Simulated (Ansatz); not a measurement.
Take C (space group R-3, No. 148; a = 6.357 Å, c = 3.873 Å (hexagonal axes); a hypothetical phase, not in the database extracts checked) as the base.

(Cell as relaxed with PBE.)

Levels (all Ansatz, a quantum-chemistry and plane-wave program, PAW): PBE (420 eV, no SOC); PBEsol (420 eV, spin-orbit coupling left out).

Each level relaxes its own structure.

```
base                         PBE       PBEsol
-------------------  -----------  -----------
volume per atom          5.65 Å³      5.54 Å³
lattice parameter a  12.012 bohr  11.939 bohr
band gap                 3.43 eV      3.33 eV
```

One thing is altered: holes 3.0×10^21 cm⁻³, on a uniform background at fixed cell.

| quantity | PBE | PBEsol |
|---|---|---|
| Fermi level relative to the doped band's edge (positive inside the band; to 0.05 eV) | +0.65 eV | … |
| shift of the gap caused by the change | -0.08 eV | … |
| gap between the host's bands | 3.36 eV | … |
| gap character | indirect, T → L | … |

Q: What does PBEsol give?

A: 
- Fermi level relative to the doped band's edge (positive inside the band; to 0.05 eV), PBEsol: +0.70 eV
- shift of the gap caused by the change, PBEsol: -0.08 eV
- gap between the host's bands, PBEsol: 3.25 eV
- gap character, PBEsol: indirect, T → L

PBE's Fermi level from band edge lies 0.05 eV below PBEsol's; PBE's gap between the host's bands lies 0.11 eV above PBEsol's; the two agree on the shift of the gap caused by the change and gap character. Neither level is exact; PBEsol is the comparison here, not a measurement.

Charged cell with a jellium background: band edges are those of the host's band count, energies are not comparable with the neutral cell, and many-body gap narrowing is missing. No phonon test of stability was made.
